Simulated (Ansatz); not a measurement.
CdGeAs2 under a change: As vacancy, symmetric start

Base system: an 8-atom supercell of CdGeAs2 in the chalcopyrite structure (space group I-42d, No. 122; a = 5.981 Å, c = 11.298 Å) at its relaxed geometry.

Now apply this change: a neutral As vacancy, symmetric start, atoms relaxed at fixed cell.

Computed with r2SCAN, PAW, 500 eV (Ansatz, an electronic-structure program; no SOC). Settings: 6×6×6 k-points, 0.01 eV Fermi–Dirac smearing.

| quantity | base | changed | shift |
|---|---|---|---|
| pressure | 0.0 GPa | -1.5 GPa | -1.5 GPa |
| largest displacement of a host atom from its site in the perfect cell | – | 0.51 Å | – |
| mean distance from the defect site to its nearest host atoms | 2.45 Å | 2.15 Å | -0.294 Å |

Other magnetic orders, which the real material may have, were not ruled out. The cell is small, so the values are those of an ordered compound at a high defect concentration; dilute-limit values will differ. A case with no gap was solved on a k-mesh chosen for an insulator, which is coarse for it. The defect started on the symmetric site and kept its symmetry, so it may sit on a saddle. Starting moments died away, wholly or in part, for As vacancy; another magnetic solution may exist. The defect cell is spin-polarised and ends with 0.0 μB.
